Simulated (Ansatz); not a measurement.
# A computed series for Cu2O: pressure series

The reference is Cu₂O (space group Pn-3m, No. 224; a = 4.246 Å).

Cell and atoms are relaxed at each pressure.

Method: r2SCAN (Ansatz, a program for electronic structure), spin-orbit coupling left out.

Notes on the quantities. enthalpy: H = E + PV relative to the base's energy.

```json
[
 {"change": "base", "enthalpy": "–", "band gap": "0.79 eV", "electron mass": "0.93 mₑ (at Γ)", "volume per atom": "12.76 Å³"},
 {"change": "pressure −2 GPa", "enthalpy": "-0.16 eV/atom", "band gap": "0.76 eV", "electron mass": "0.93 mₑ (at Γ)", "volume per atom": "12.96 Å³"},
 {"change": "pressure −1 GPa", "enthalpy": "-0.08 eV/atom", "band gap": "0.78 eV", "electron mass": "0.93 mₑ (at Γ)", "volume per atom": "12.86 Å³"},
 {"change": "pressure 0.9 GPa", "enthalpy": "+0.07 eV/atom", "band gap": "0.81 eV", "electron mass": "0.94 mₑ (at Γ)", "volume per atom": "12.67 Å³"},
 {"change": "pressure 2.1 GPa", "enthalpy": "+0.17 eV/atom", "band gap": "0.83 eV", "electron mass": "0.94 mₑ (at Γ)", "volume per atom": "12.55 Å³"},
 {"change": "pressure 4.5 GPa", "enthalpy": "+0.35 eV/atom", "band gap": "0.87 eV", "electron mass": "0.95 mₑ (at Γ)", "volume per atom": "12.34 Å³"},
 {"change": "pressure 9 GPa", "enthalpy": "+0.69 eV/atom", "band gap": "0.95 eV", "electron mass": "0.96 mₑ (at Γ)", "volume per atom": "(withheld)"},
 {"change": "pressure 15 GPa", "enthalpy": "+1.14 eV/atom", "band gap": "1.04 eV", "electron mass": "(withheld)", "volume per atom": "11.61 Å³"},
 {"change": "pressure 22.5 GPa", "enthalpy": "+1.67 eV/atom", "band gap": "0.94 eV", "electron mass": "0.079, 0.43 mₑ (at Γ)", "volume per atom": "(withheld)"},
 {"change": "pressure 30 GPa", "enthalpy": "+2.18 eV/atom", "band gap": "0.81 eV", "electron mass": "0.065, 0.42 mₑ (at Γ)", "volume per atom": "10.85 Å³"}
]
```

Problem. Fill in the withheld entries from the trend.

Solution. 
- pressure 9 GPa, volume per atom: 12.00 Å³
- pressure 15 GPa, electron mass: 0.98 mₑ (at Γ)
- pressure 22.5 GPa, volume per atom: 11.20 Å³

Load acts through the strain it causes; cell and atoms are relaxed under it. Effective masses come from finite differences of ±0.01 Å⁻¹. No phonon test of stability was made. No other phases were tried under pressure. No Hubbard U is applied. All final runs are without spin polarisation.
